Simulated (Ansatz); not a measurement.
Partial pair distribution functions of a relaxed model of amorphous Hf18O37Sr, broadened by 0.06 Å; density 8.83 g/cm³. Computed with PBE, scalar-relativistic without spin-orbit coupling (plane waves to 420 eV, PAW; Ansatz, a first-principles code).

A CHGNet melt-quench gave the starting glass, which DFT then relaxed. O atoms were pushed apart under 1.9 Å during the dynamics, to hinder bonds among them. The hot cell started wider than the set density and was brought back towards it in steps. It is the lowest in DFT energy of 2 quenches. It is a model cell: composition and starting density were chosen by hand, and all elements were melted together. No dispersion term was used. Its density started from a set value of 8.83 and ended at 8.83 g/cm³. Cooling (nominally 380 K/ps over its main leg) ran many orders faster than in experiment, which tends to leave more defects and strain. A cell of this size samples the disorder only roughly. The volume was held where the preparation left it, at a PBE pressure of -0.6 GPa (tension). Stress components on the final sampling reach 1.4 GPa. Cycles of charging lowered its energy after that relaxation.

| r (Å) | g Hf-O | g O-Sr | g Hf-Hf | g O-O |
|---|---|---|---|---|
| 1.75 | 0.01 | 0.00 | 0.00 | 0.00 |
| 1.85 | 0.36 | 0.00 | 0.00 | 0.00 |
| 1.95 | 2.95 | 0.00 | 0.00 | 0.00 |
| 2.05 | 6.27 | 0.00 | 0.00 | 0.00 |
| 2.15 | 6.05 | 0.00 | 0.00 | 0.00 |
| 2.25 | 3.83 | 0.02 | 0.00 | 0.00 |
| 2.35 | 1.41 | 0.85 | 0.00 | 0.15 |
| 2.45 | 0.56 | 3.20 | 0.00 | 1.05 |
| 2.55 | 0.25 | 1.27 | 0.00 | 2.00 |
| 2.65 | 0.09 | 1.68 | 0.00 | 2.22 |
| 2.75 | 0.02 | 3.11 | 0.00 | 2.35 |
| 2.85 | 0.13 | 3.36 | 0.00 | 2.68 |
| 2.95 | 0.15 | 1.69 | 0.00 | 1.83 |
| 3.05 | 0.17 | 0.69 | 0.09 | 1.31 |
| 3.15 | 0.26 | 0.90 | 0.96 | 1.43 |
| 3.25 | 0.21 | 0.09 | 2.33 | 1.12 |
| 3.35 | 0.34 | 0.36 | 3.51 | 0.90 |
| 3.45 | 0.56 | 0.85 | 3.34 | 0.82 |
| 3.55 | 0.87 | 0.41 | 1.62 | 0.56 |
| 3.65 | 1.04 | 1.53 | 2.10 | 0.68 |
| 3.75 | 0.77 | 0.70 | 2.86 | 0.73 |
| 3.85 | 0.88 | 1.16 | 2.12 | 0.90 |
| 3.95 | 1.04 | 0.72 | 1.78 | 0.98 |
| 4.05 | 1.14 | 0.15 | 1.24 | 0.99 |
| 4.15 | 1.13 | 0.74 | 0.95 | 1.16 |
| 4.25 | 1.26 | 0.83 | 0.62 | 1.04 |
| 4.35 | 1.38 | 0.65 | 0.32 | 0.89 |
| 4.45 | 1.58 | 0.83 | 0.11 | 0.57 |

Within 2.70 Å each Hf has 6.33 O neighbours on average.
